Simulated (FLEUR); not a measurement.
Worked example: self-consistent single point of LiOs (Pm-3m, 2 atoms in the cell) in FLEUR

Method of the run: FLEUR with PBE, all-electron FLAPW (FLEUR), scalar-relativistic valence.

Input:

Input of the input generator:

```
LiOs
&input film=f /
5.9370583904 0.0000000000 0.0000000000
0.0000000000 5.9370583904 0.0000000000
0.0000000000 0.0000000000 5.9370583904
1.0
1.0 1.0 1.0

2
3 0.0000000000 0.0000000000 0.0000000000
76 0.5000000000 0.5000000000 0.5000000000

&comp jspins=1 /
&kpt div1=8 div2=8 div3=8 gamma=t /
&end /
```

```xml
<?xml version="1.0" encoding="UTF-8" standalone="no"?>
<fleurInput fleurInputVersion="0.39">
   <comment>
      LiOs                                                                                                
   </comment>
   <calculationSetup>
      <cutoffs Kmax="4.7" Gmax="18.8" GmaxXC="18.8" numbands="0"/>
      <scfLoop itmax="60" minDistance="0.00001" maxIterBroyd="25" imix="Anderson" alpha="0.05" precondParam="0.0" spinf="2.0"/>
      <coreElectrons ctail="T" frcor="F" kcrel="0" coretail_lmax="0"/>
      <xcFunctional name="pbe" relativisticCorrections="F"/>
      <magnetism jspins="1"/>
      <soc l_soc="F" theta="0.0" phi="0.0" spav="F"/>
      <expertModes spex="0" secvar="F"/>
      <geometryOptimization l_f="T" forcealpha="1.0" forcemix="BFGS" epsdisp="0.00001" epsforce="0.00001"/>
      <ldaU l_linMix="F" mixParam="0.05" spinf="1.0"/>
   </calculationSetup>
   <cell>
      <bzIntegration valenceElectrons="15.0" mode="hist" fermiSmearingEnergy="0.00367493">
         <kPointListSelection listName="default-1"/>
         <!-- k-points included here -->
         <xi:include xmlns:xi="http://www.w3.org/2001/XInclude" href="kpts.xml"> </xi:include>
      </bzIntegration>
      <!-- symmetry operations included here -->
      <xi:include xmlns:xi="http://www.w3.org/2001/XInclude" href="sym.xml"> </xi:include>
      <bulkLattice scale="1.0">
         <bravaisMatrix>
            <row-1>    5.9370583903999998     0.0000000000000000     0.0000000000000000</row-1>
            <row-2>    0.0000000000000000     5.9370583903999998     0.0000000000000000</row-2>
            <row-3>    0.0000000000000000     0.0000000000000000     5.9370583903999998</row-3>
         </bravaisMatrix>
      </bulkLattice>
   </cell>
   <atomSpecies>
      <species name="Lithium (Li)" element="Li" atomicNumber="3">
         <mtSphere radius="1.70" gridPoints="599" logIncrement="0.016"/>
         <atomicCutoffs lmax="8" lnonsphr="6"/>
         <electronConfig flipSpins="F">
            <coreConfig>(1s1/2)</coreConfig>
            <valenceConfig>(2s1/2)</valenceConfig>
            <stateOccupation state="(2s1/2)" spinUp="0.5" spinDown="0.5"/>
         </electronConfig>
         <energyParameters s="2" p="2" d="3" f="4"/>
      </species>
      <species name="Osmium (Os)" element="Os" atomicNumber="76">
         <mtSphere radius="2.63" gridPoints="925" logIncrement="0.015"/>
         <atomicCutoffs lmax="10" lnonsphr="8"/>
         <electronConfig flipSpins="F">
            <coreConfig>(1s1/2) (2s1/2) (2p1/2) (2p3/2) (3s1/2) (3p1/2) (3p3/2) (4s1/2) (3d3/2) (3d5/2) (4p1/2) (4p3/2) (5s1/2) (4d3/2) (4d5/2) (4f5/2) (4f7/2)</coreConfig>
            <valenceConfig>(5p1/2) (5p3/2) (6s1/2) (5d3/2) (5d5/2)</valenceConfig>
            <stateOccupation state="(5d3/2)" spinUp="1.2" spinDown="1.2"/>
            <stateOccupation state="(5d5/2)" spinUp="1.8" spinDown="1.8"/>
         </electronConfig>
         <energyParameters s="6" p="6" d="5" f="5"/>
         <lo type="SCLO" l="1" n="5" eDeriv="0"/>
      </species>
   </atomSpecies>
   <atomGroups>
      <atomGroup species="Lithium (Li)">
         <relPos label="                   1">.0000000000 .0000000000 .0000000000</relPos>
         <force calculate="T" relaxXYZ="TTT"/>
      </atomGroup>
      <atomGroup species="Osmium (Os)">
         <relPos label="                   2">1.000/2.000 1.000/2.000 1.000/2.000</relPos>
         <force calculate="T" relaxXYZ="TTT"/>
      </atomGroup>
   </atomGroups>
   <output dos="F" band="F" slice="F">
      <checks vchk="F" cdinf="F"/>
      <bandDOS minEnergy="-.5*Htr" maxEnergy="0.5*Htr" sigma="0.015" storeEVData="T"/>
      <vacuumDOS vacdos="F" integ="F" star="F" nstars="0" locx1="0.0" locy1="0.0" locx2="0.0" locy2="0.0" nstm="0" tworkf="0.0"/>
      <unfoldingBand unfoldBand="F" supercellX="1" supercellY="1" supercellZ="1"/>
      <plotting iplot="0" polar="F">
         <plot TwoD="T" vec1="  1.0  0.0  0.0" vec2="  0.0  1.0  0.0" vec3="  0.0  0.0  1.0" zero="  0.0  0.0  0.0" file="plot"/>
      </plotting>
      <chargeDensitySlicing numkpt="0" minEigenval="0.0" maxEigenval="0.0" nnne="0" pallst="F"/>
      <specialOutput eonly="F"/>
      <magneticCircularDichroism mcd="F" energyLo="-10.0" energyUp="0.0"/>
   </output>
  <!-- We include the file relax.xml here to enable relaxations (see documentation) -->
  <xi:include xmlns:xi="http://www.w3.org/2001/XInclude" href="relax.xml"> <xi:fallback/> </xi:include>
</fleurInput>
```

The program printed (abridged):

```
      Welcome to FLEUR        (www.flapw.de)
      MaX-Release 8.1          (www.max-centre.eu)

 ========== k-point set info ==========
 Selected k-point list: default-1
 k-point list type: mesh
 8 x 8 x 8
 Number of k points: 35

 ------------Calculation Setup---------------------------
           1           5           7          35
 Number of basis functions:          390
 Iteration:     1   Distance:      11.44768308 me/bohr^3
 Iteration:     2   Distance:      10.34562839 me/bohr^3
 Iteration:     3   Distance:       5.71342738 me/bohr^3
 Iteration:     4   Distance:       0.77087152 me/bohr^3
 Iteration:     5   Distance:       0.55482062 me/bohr^3
 Iteration:     6   Distance:       0.12434293 me/bohr^3
   [... 2 lines left out ...]
 Iteration:     9   Distance:       0.00103360 me/bohr^3
 Iteration:    10   Distance:       0.00098382 me/bohr^3
 Iteration:    11   Distance:       0.00010062 me/bohr^3
 Iteration:    12   Distance:       0.00001409 me/bohr^3
 Iteration:    13   Distance:       0.00000477 me/bohr^3

 Run finished successfully
 Stop message:
   Structural relaxation: Done

[file out, last iteration]
             iter=     14
          p o t e n t i a l   g e n e r a t o r
[...]
          integral of pseudo charge density inside the slab=        0.000000   0.000000
     coulomb potential in the interstitial region:
          density-coulomb potential integrals
          total density-coulomb potenti   -29788.4305419119
          density-effective potential integrals for spin  1
          total density-effective poten   -3.0237119727E+04
          charge density-energy density integrals
          total charge density-energy d   -3.4294125829E+02
 Updated energy parameters for spin:           1
  Atom    1 2s branch from -1.28 to  3.68 htr. ; e_l =  0.3089
  Atom    1 2p branch from -9.99 to  2.52 htr. ; e_l =  0.3953
  Atom    1 3d branch from -9.99 to  5.12 htr. ; e_l =  0.5829
  Atom    1 4f branch from -9.99 to  7.98 htr. ; e_l =  0.7426
  Atom    2 6s branch from -2.87 to  1.37 htr. ; e_l =  0.1525
  Atom    2 6p branch from -1.35 to  2.21 htr. ; e_l =  0.3159
  Atom    2 5d branch from -9.52 to  0.48 htr. ; e_l =  0.2356
  Atom    2 5f branch from -1.43 to  2.31 htr. ; e_l =  0.5994
  Atom    2 5p branch from-16.81 to -1.35 htr. ; e_l(l -1.4123
[...]
 fermi energy and band-weighting factors:
at   0.00000   0.00000   0.00000   k-weight:    0.001953
   12 eigenvalues :
   -1.378754   -1.378754   -1.378754    0.036385    0.165303    0.165303    0.289933    0.289933
    0.289933    0.553797    0.553797    0.553797
   [... 2 blocks of this kind left out ...]

[...]
FERMIE:
          first approx. to ef    (T=0)  :   0.261399 htr   (energy of the highest occ. eigenvalue)
          number of occ. states  (T=0)  :        255
          first approx. to seigv (T=0)  :  -6.505359 htr
          sum of weights of occ. states :   7.517578
          sum of semicore charge        :   0.000000 e
FERHIS:  Fermi-Energy by histogram:
          bandgap                     :   0.000396 htr
          charge neutrality (T=0)     :   0.035156    (zero if the highest occ. eigenvalue is "entirely" occupied)
     EF_NEWTON:  Adjust Fermi-Energy by Newton-Method.
               Number of iterations needed  :   4
               The error in the weight is   : -0.12828E-11
               The error in ef is           :  0.34099E-13 htr
     -->  new fermi energy            :   0.263511 htr
          valence charge              :  15.000000 e
          actual charge blw ef-8kt    :  12.562500 e
          actual charge blw ef+8kt    :  15.000000 e
          number of occ. states       :       289
          sum of the valence weights  :    7.500000
          entropy         :   0.930798 *kb htr/K =   0.00000 htr/K
          sum of val. single particle energies:        -6.5129128559 htr
 Direct bandgap for spin            1 :    7.8402753449573481E-003  Htr
 at k-point           10  with k-vector    0.0000000000000000       0.25000000000000000       0.25000000000000000
          valence density: spin= 1
[...]
     l-like charge
     atom     s        p        d        f        total
 -->  1    0.06632  0.11736  0.00922  0.00111    0.19415
 -->  2    0.51747  6.20350  5.59084  0.01653   12.33172
          total charge for spin  1=   15.000000
          interst. charge =       2.474134
          mt charge=              0.194146   12.331721
          total charge  =   15.000000
          z=  3.     r(1)=  0.118883E-03     dx= 0.016000     m.t.index= 599
               n    l     j    energy       weight
               1.   0.   0.5   -1.3564      2.0000
          atom type    1  (spin 1)
          kinetic energy=  0.712725883392E+01     sum of the eigenvalues= -0.271275185026E+01
          0.02422138  electrons lost from core.
          z= 76.     r(1)=  0.251556E-05     dx= 0.015000     m.t.index= 925
               n    l     j    energy       weight
               1.   0.   0.5-2710.5565      2.0000
               2.   0.   0.5 -471.3314      2.0000
               2.   1.   0.5 -451.1732      2.0000
   [... 14 lines left out ...]
          atom type    2  (spin 1)
          kinetic energy=  0.194964810899E+05     sum of the eigenvalues= -0.105996044780E+05
          0.00170991  electrons lost from core.
          total charge for spin  1=   79.000000
          interst. charge =       2.499827
          mt charge=              2.169925   74.330248
          total charge  =   79.000000
          zc=    79.000000     qfix=    1.000000
     t o t a l  e n e r g y
          sum of eigenvalues =            -10608.8301426996
          density-coulomb potential int   -29788.4305419119
          density-effective potential i   -30237.1197274179
          charge density-ex.-corr.energ     -342.9412582872
          el.-nucl. inter. diff. m.t.          8.2946573588
          Madelung term for atom type:        -1.0902302054
          el.-nucl. inter. diff. m.t.      21636.0853492195
          Madelung term for atom type:       -35.0844577431
 ---->    total energy=                   -17289.4216390517 htr
 ---->    (input%tkb*entropy) TS=              0.0034206191 htr
 ---->    free energy=                    -17289.4250596708 htr
      extrapolation for T->0
 ---->    total electron energy=          -17289.4233493613 htr
 ***** TOTAL FORCES ON ATOMS *****
 TOTAL FORCE FOR ATOM TYPE=  1  X=  0.000   Y=  0.000   Z=  0.000
                       FX_TOT= 0.000000 FY_TOT= 0.000000 FZ_TOT= 0.000000
 TOTAL FORCE FOR ATOM TYPE=  2  X=  2.969   Y=  2.969   Z=  2.969
                       FX_TOT= 0.000000 FY_TOT= 0.000000 FZ_TOT= 0.000000
 Structural relaxation: Done
```

The run converged in 13 iterations. FLEUR gives forces in its relaxation mode, with a further iteration, so its stop message speaks of a relaxation.

The starting cell was generated: these elements placed on a structure prototype, without a prior relaxation; it need not be a known phase or ordering of this composition. Its lattice was rescaled by a random factor within 2.5 % of one. Spin-orbit coupling is off. Spin polarisation is off. Values depend on the basis (sphere radii, cutoffs, local orbitals), which need not be converged. The log's line on a gap gives a spacing of levels on this mesh, which the program prints for metals too.

Cost on one core of a shared machine: roughly 30 s.
